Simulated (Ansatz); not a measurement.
## How the elastic constant C12 of CsCl-type RuAl moves with the method

No measured value is used here.

```json
[
 {"level (code)": "LDA (Ansatz)", "value (GPa)": "[?]", "cell (Å³/atom)": "12.88"},
 {"level (code)": "PBE (Ansatz)", "value (GPa)": "148", "cell (Å³/atom)": "13.55"},
 {"level (code)": "r²SCAN (Ansatz)", "value (GPa)": "158", "cell (Å³/atom)": "13.26"},
 {"level (code)": "HSE06 (Ansatz)", "value (GPa)": "160", "cell (Å³/atom)": "13.12"}
]
```

Question: What belongs in the gaps?

Answer: 
- LDA (Ansatz, an electronic-structure program), value (GPa): 170

HSE06: hybrids on metals are sensitive to the k mesh. Each level is taken at its own relaxed cell. Cutoffs and k meshes differ between the levels. Ansatz's density-functional and Hartree–Fock values are scalar-relativistic unless marked +SOC, with PAW data made under PBE.
